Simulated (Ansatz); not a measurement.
**The (001) surface of zinc-blende CdTe, full plane of Cd dimers (bottom of the slab: anion dimers)**

These are PBE (plane waves to 420 eV, PAW; Ansatz, an electronic-structure program) values and carry that method's errors.

Set-up: 40 atoms, 14.8 Å thick at the start with caps and adatoms; mesh 3x3x1; 0.025 eV smearing; dipole correction on; 8 atoms held, the rest relaxed; start symmetry kept, larger cells not searched; no spin, no spin-orbit, no U. It is one candidate, not shown to be the stable structure of the face.

```json
{
 "gap_of_the_slab_on_its_k_mesh": "0.76 eV",
 "highest_filled_level_below_the_top_vacuum_level": "4.37 eV",
 "energy_released_by_relaxation": "1.02 eV"
}
```
